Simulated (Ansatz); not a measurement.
YN: isotropic strain −0.50 %

Start from YN in the rock salt structure (space group Fm-3m, No. 225; a = 4.906 Å).

One thing is altered: an isotropic linear strain of −0.50 %; the atoms relax in the strained cell.

All numbers come from DFT with PBE, PAW potentials and a 420 eV plane-wave cutoff in Ansatz (a quantum-chemistry and plane-wave program), scalar-relativistic without spin-orbit coupling. k-mesh 12×12×12 (Γ-centred); smearing 0.05 eV (Fermi–Dirac).

| quantity | base | changed | shift |
|---|---|---|---|
| volume per atom | 14.76 Å³ | 14.54 Å³ | -0.22 Å³ |
| space group | Fm-3m (No. 225) | Fm-3m (No. 225) | – |
| energy relative to the base (free energy F) | 0 meV/atom | +1.7 meV/atom | +1.7 meV/atom |
| pressure | 0.00 GPa | 2.47 GPa | +2.47 GPa |
| band gap | 0.21 eV | 0.19 eV | -0.026 eV |
| gap character | indirect, Γ → X | indirect, Γ → X | – |
| mean gap deformation potential ΔEg/Δln V | – | +1.7 eV | – |
| width of the top valence band | 2.22 eV | 2.26 eV | +0.04 eV |
| electron mass | 1.3 mₑ along k, 0.11 mₑ across (at X) | 1.3 mₑ along k, 0.10 mₑ across (at X) | – |
| hole mass (degenerate bands, along [100]) | 0.17, 1.0, 1.0 mₑ (at Γ) | 0.17, 1.0, 1.0 mₑ (at Γ) | – |

Effective masses come from finite differences of ±0.01 Å⁻¹. Along k means along the line from Γ to the band edge. Whether these cells are dynamically stable was not tested. The zero or small gap of YN can change with the level of theory.
